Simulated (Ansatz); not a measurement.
The parent structure is K in the bcc (W type) structure (space group Im-3m, No. 229; a = 5.279 Å).

All numbers come from PBE (Ansatz, a program for electronic structure, PAW, no SOC), earlier PAW set.

For the base:

- Lattice parameter a: 527.9 pm

Now apply this change: a hydrostatic pressure of 10 GPa.

Q: What does the calculation give for the lattice parameter a after the change?

A: The lattice parameter a decreases by 113.70 pm to 414.3 pm.

Load acts through the strain it causes; cell and atoms are relaxed under it. No phonon test of stability was made. Competing high-pressure phases were not computed.
